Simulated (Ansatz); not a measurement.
**Point defect Ca_Hf+V_O in monoclinic HfO2**

The numbers are results of PBE, PAW (plane waves to 420 eV; Ansatz, a first-principles code), not measurements. The supercell holds 96 host sites (2×2×2 repeats of the unit cell), with a 2×2×2 shifted k-point sampling for the final energies. Sites at the start: the Hf site; O(1,3-fold) 2.05 Å away. Energies of charged states are corrected for periodic images (point charge plus alignment at distant sites). Dielectric constants: PBE linear response of the host. Host gap at this level: 4.04 eV. Finite-size and sampling errors can reach tenths of an eV here. PBE underestimates the host's gap, which shifts levels and can delocalise carriers. Spin–orbit coupling is left out, which matters for these heavy elements. Each state is the lowest found from its start.

Formation energies E_f are given with the Fermi level at the valence-band maximum. Chemical conditions: Hf-rich (Δμ(Hf) = 0.00 eV, Δμ(O) = -5.19 eV, Δμ(Ca) = -0.70 eV, bounded by rock-salt CaO; only phases computed here count, gases as isolated molecules at 0 K); O-rich (Δμ(Hf) = -10.38 eV, Δμ(O) = 0.00 eV, Δμ(Ca) = -5.89 eV, bounded by rock-salt CaO; only phases computed here count, gases as isolated molecules at 0 K). Reference phases: Ca: fcc Ca, Hf: hcp Hf, O: O2 molecule in a box.

```csv
charge,moment (μB),point group,largest move off a lattice site (Å),image correction with alignment (eV),"E_f, Hf-rich (eV)","E_f, O-rich (eV)"
+2†,not spin-polarised,–,0.24,-0.40,–,–
+1*,1.0,C1,0.24,–,–,–
0,not spin-polarised,C1,0.24,0.00,1.55,1.55
```

* At this level the carrier isn't localised at the defect: at charge +1 holes occupy the valence band. Such a state is shallow or no state of the defect, and this cell gives it no level.

† Not settled in this cell, so no level is given: charge +2: a level filled in part, carriers not clearly localised, level within 0.1 eV of a band edge or past it.

Point groups are those of the whole cell at tolerances of 0.03 and 0.1 Å ("near" where only the looser one holds); none is given for unsettled states.

Flagged in the runs: a host whose relaxation on this sampling wasn't shown to rest, a strain field that reaches the edge of the cell.

All states together cost roughly 4 core-hours.
